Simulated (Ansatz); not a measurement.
# CsPbBr₃ (Pnma, No. 62, 20 atoms in the cell; start mp-567681)

All values below come from r²SCAN (plane waves, PAW; Ansatz, a first-principles code).

Run with plane-wave cutoff 560 eV, 4×8×2 k mesh (along the axes of the cell as run), Fermi–Dirac smearing 0.01 eV, scalar-relativistic PAW data made under PBE.

Cell (relaxed at this level):

```
CELL_PARAMETERS angstrom
      9.84599     0.00000     0.00000
      0.00000     4.61013     0.00000
      0.00000     0.00000    16.94973
ATOMIC_POSITIONS crystal
  Cs 0.91235 0.25000 0.67165
  Cs 0.08765 0.75000 0.32835
  Cs 0.58765 0.75000 0.17165
  Cs 0.41235 0.25000 0.82835
  Pb 0.83663 0.75000 0.93804
  Pb 0.16337 0.25000 0.06196
  Pb 0.66337 0.25000 0.43804
  Pb 0.33663 0.75000 0.56196
  Br 0.52804 0.25000 0.61259
  Br 0.47196 0.75000 0.38741
  Br 0.97196 0.75000 0.11259
  Br 0.02804 0.25000 0.88741
  Br 0.19886 0.75000 0.71085
  Br 0.80114 0.25000 0.28915
  Br 0.30114 0.25000 0.21085
  Br 0.69886 0.75000 0.78915
  Br 0.66453 0.25000 0.00061
  Br 0.33547 0.75000 0.99939
  Br 0.83547 0.75000 0.50061
  Br 0.16453 0.25000 0.49939
```

For CsPbBr₃ (Pnma, No. 62, 20 atoms in the cell; start mp-567681), the band gap is 3.29 eV (on the SCF k mesh) and the direct gap at Γ is 3.55 eV.

Note: the relaxation could not lower the start's symmetry, so the cell can be a saddle point above a distorted one.

Spin–orbit coupling is not included; with these elements it can move the gap by several tenths of an eV or more.

Static lattice: no zero-point or thermal effects.

A start named mp-… is a Materials Project structure, which need not be a measured phase.
